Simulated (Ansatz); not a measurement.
Cu on the Zn site in wurtzite ZnO: one set of geometries, relaxed with PBE, evaluated in Ansatz (PAW, plane waves to 420 eV, 500 eV under r2SCAN) with PBE, r2SCAN.

Set-up: 96-site cell; 2×2×2 shifted k-points; start: the Zn site; no Hubbard U; energies good to tenths of an eV; flagged in the runs: a host whose relaxation on this sampling wasn't shown to rest, a strain field that reaches the edge of the cell.

| quantity | PBE | r2SCAN |
|---|---|---|
| host gap (eV) | 0.74 | … |
| neutral formation energy against fcc Cu, hcp Zn (eV) | 2.62 | … |
| largest moment on one atom at charge 0 (μB) | 0.57 | … |

### Question
Given the lower rungs, what does r2SCAN give?

### Answer

- host gap (eV), r2SCAN: 1.17
- neutral formation energy against fcc Cu, hcp Zn (eV), r2SCAN: 2.65
- largest moment on one atom at charge 0 (μB), r2SCAN: 0.66

Ansatz is an electronic-structure program.
